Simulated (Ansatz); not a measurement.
The parent structure is Sr3SbN in the anti-perovskite structure (space group Pm-3m, No. 221; a = 5.131 Å; a cell from a computed database, its experimental status unchecked). Axes: x, y, z lie along the cube axes.

It is then changed as follows: biaxial strain −0.45 %, plane normal [111], relaxed out of plane (Cartesian); in-plane vectors clamped, the third vector and the atoms free.

Levels (all Ansatz, a program for electronic structure, PAW): PBEsol (420 eV, without spin-orbit coupling); r2SCAN (500 eV, no spin-orbit coupling).

The geometry is relaxed with PBEsol.

| Quantity | Result |
|---|---|
| PBEsol pressure | 0.35 GPa |
| PBEsol lowest conduction level above the VBM at special points | Γ 0.16 eV; L 1.43 eV; T 1.82 eV; H₀ 1.82 eV |
| PBEsol gap character | direct at Γ |

With r2SCAN at the same geometry, the pressure goes up by 1.73 GPa to 2.08 GPa; the lowest conduction level above the VBM at special points becomes Γ 0.49 eV; L 1.74 eV; T 2.22 eV; H₀ 2.22 eV (PBEsol: Γ 0.16 eV; L 1.43 eV; T 1.82 eV; H₀ 1.82 eV); the gap character is still direct at Γ.

Single points use the geometry relaxed with PBEsol. Their cutoffs differ, which shifts pressures a little. Spin-orbit coupling, missing from the scalar runs, can matter with Sb. Whether these cells are dynamically stable was not tested. The zero or small gap of Sr3SbN can change with the level of theory. k-point labels follow each cell's own Brillouin zone.
